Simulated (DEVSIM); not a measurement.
Structure: Pd/Al2O3/p-Si capacitor, at 250 K.

```
layer (left to right)  material  thickness (nm)  Na (cm⁻³)
---------------------  --------  --------------  ---------
1                         Al2O3            3.20          -
2                            Si           14000     1.6e15
```

Metal gate on the left, work function 5.2 eV. Fixed charge at the semiconductor interface -6.9e11 cm⁻² (in units of +e); no interface traps.

The device is made up for the run: typed textbook-type constants, with dimensions and the other settings drawn at random. Values at 300 K; Nc and Nv go as T^1.5, mobilities as T to minus their exponent, the gap by Varshni's rule with the affinity fixed.

```
parameter         Al2O3        Si
----------------  -----  --------
gap (eV)            6.8     1.124
affinity (eV)      1.35      4.05
permittivity          9      11.7
Nc (cm⁻³)             -   2.86e19
Nv (cm⁻³)             -    3.1e19
Varshni α (eV/K)      -  0.000473
Varshni β (K)         -       636
```

DEVSIM, 1D Poisson equation in equilibrium, Boltzmann statistics, complete ionisation; no quantum confinement or tunnelling. Metal contacts follow the ideal Schottky-Mott rule: no Fermi-level pinning, no interface dipoles.

### Question
Tabulate band edges, carrier densities and field at 0.7 V on the gate.

### Answer
Energies count from the Fermi level of the right contact; mesh points crowd at the junctions.

```
x (μm)    Ec (eV)  Ev (eV)  n (cm⁻³)  p (cm⁻³)  field (V/cm)
--------  -------  -------  --------  --------  ------------
0.000       3.150   -3.650     < 1e2     < 1e2        160000
0.001111    3.167   -3.632     < 1e2     < 1e2        160000
0.002401    3.188   -3.612     < 1e2     < 1e2        160000
0.003462    0.501   -0.635     1.8e9   3600000         14000
0.006541    0.505   -0.631     1.4e9   4500000         14000
0.01254     0.513   -0.623     9.7e8   6600000         14000
0.02740     0.534   -0.602     3.8e8     1.7e7         14000
0.08232     0.605   -0.531     1.4e7     4.6e8         12000
0.1894      0.722   -0.414     61000    1.0e11          9600
0.4392      0.885   -0.251     < 1e2    2.0e14          3600
1.057       0.929   -0.207     < 1e2    1.6e15           ≈ 0
3.343       0.929   -0.207     < 1e2    1.6e15           ≈ 0
7.680       0.929   -0.207     < 1e2    1.6e15           ≈ 0
11.29       0.929   -0.207     < 1e2    1.6e15           ≈ 0
13.15       0.929   -0.207     < 1e2    1.6e15           ≈ 0
13.65       0.929   -0.207     < 1e2    1.6e15           ≈ 0
13.85       0.929   -0.207     < 1e2    1.6e15           ≈ 0
13.94       0.929   -0.207     < 1e2    1.6e15           ≈ 0
13.98       0.929   -0.207     < 1e2    1.6e15           ≈ 0
14.00       0.929   -0.207     < 1e2    1.6e15           ≈ 0
14.00       0.929   -0.207     < 1e2    1.6e15           ≈ 0
14.00       0.929   -0.207     < 1e2    1.6e15           ≈ 0
```
